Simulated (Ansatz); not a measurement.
Structure of amorphous In16Zn8O32 (periodic cell):

```xyz
56
Lattice="9.3675 0.0000 0.0000 0.0000 9.3675 0.0000 0.0000 0.0000 9.3675" Properties=species:S:1:pos:R:3 pbc="T T T"
In     9.2265     2.3787     4.8192
In     4.1846     1.7067     8.8191
In     2.2466     3.0339     2.0256
In     8.4116     3.3885     1.5055
In     6.3508     0.9714     5.7619
In     3.6152     5.0148     9.1048
In     5.5324     7.5834     0.9700
In     5.8829     6.8272     7.1052
In     4.2867     7.1807     4.0633
In     1.2633     2.0172     7.9465
In     7.9933     3.8492     7.3860
In     5.4359     3.6646     4.2307
In     2.4881     8.1613     6.9800
In     3.0738     1.1693     4.4908
In     8.8282     6.8487     8.8939
In     1.4126     6.5183     2.5479
Zn     0.0703     0.5393     1.9240
Zn     5.6527     1.5330     2.0340
Zn     7.3492     0.7360     8.7789
Zn     2.7420     9.0295     1.1825
Zn     2.1169     4.5063     5.1638
Zn     9.3045     6.2027     5.7453
Zn     7.1473     5.8354     3.4643
Zn     7.8033     8.3456     4.0640
O      0.5373     7.9521     1.1825
O      3.2880     3.3440     4.1835
O      7.4331     1.5103     1.2210
O      4.2396     2.9287     1.2016
O      2.1414     0.8777     2.6384
O      5.4954     5.6676     4.9581
O      0.4493     3.5611     3.1429
O      0.6587     7.2906     7.2134
O      2.0746     5.0172     1.1778
O      0.4530     4.1560     6.0867
O      5.8489     1.5346     7.6802
O      6.7718     4.1535     2.6757
O      8.5735     1.8304     7.5899
O      8.5701     4.7452     9.2890
O      1.4848     1.3774     5.8610
O      8.8842     6.6519     3.8825
O      5.2278     1.4837     3.9953
O      3.0146     3.3058     7.9425
O      7.1539     2.9565     5.4880
O      7.7071     5.8569     6.9694
O      7.0995     8.1140     8.8741
O      8.5647     0.6848     3.7341
O      2.3088     6.3136     4.4789
O      6.2295     7.5486     2.9486
O      6.7365     8.3439     5.7723
O      3.7980     6.6294     7.5128
O      3.4588     7.3764     2.0798
O      0.7525     2.1364     0.6883
O      2.5277     0.2849     8.5286
O      5.5518     5.7798     9.2626
O      3.7747     8.7759     5.4199
O      4.7439     0.1618     0.8831
```

The numbers are results of PBE, scalar-relativistic without spin-orbit coupling (plane waves to 420 eV, PAW; Ansatz, a program for electronic structure), not measurements.

It comes from a melt-quench run on a machine-learned potential (CHGNet), relaxed afterwards by DFT. O atoms were pushed apart under 1.9 Å during the dynamics, to hinder bonds among them. The hot cell started wider than the set density and was brought back towards it in steps. It is the lowest in DFT energy of 2 quenches. It is a model cell: composition and starting density were chosen by hand, and all elements were melted together. No dispersion term was used. Its density started from a set value of 5.80 and ended at 5.80 g/cm³. The simulated quench (nominally 170 K/ps over its main leg) is rapid and tends to freeze in more defects than a deposited or slowly cooled glass has. Values belong to this one cell and scatter from quench to quench. The volume was held where the preparation left it, at a PBE pressure of -1.4 GPa (tension). Stress components on the final sampling reach 2.0 GPa. On a 2×2×2 Γ-centred mesh force components of up to 0.12 eV/Å stay, since the relaxation ran on the zone centre alone.

Neighbours within In-In 3.12 Å, In-Zn 2.90 Å, In-O 2.70 Å, Zn-Zn 2.68 Å, Zn-O 2.54 Å, O-O 1.58 Å count as bonded. Two cations that share two anions don't count as bonded, nor two that share one unless they lie closer than In-In 3.04 Å, In-Zn 2.82 Å, Zn-Zn 2.61 Å.

**Question.** Give the coordination numbers, mean bond lengths and angles.

**Answer.** 
| Property | Value |
|---|---|
| Mean coordination of In by anions | 5.00 (2 with 4, 12 with 5, 2 with 6) |
| Mean coordination of Zn by anions | 4.12 (1 with 3, 5 with 4, 2 with 5) |
| Mean coordination of O | 3.53 (15 with 3, 17 with 4) |
| Mean In-O bond | 2.187 Å (spread 0.107 Å, 80 counted) |
| Mean Zn-O bond | 2.051 Å (spread 0.122 Å, 33 counted) |
| Bond angle at In | mean 106.0°, spread 26.7° |
| Bond angle at Zn | mean 108.0°, spread 18.6° |
| Bond angle at O | mean 110.5°, spread 17.2° |

**Question.** List the pairs of like atoms that count as bonded by the rules above.

**Answer.** There are none by these rules.
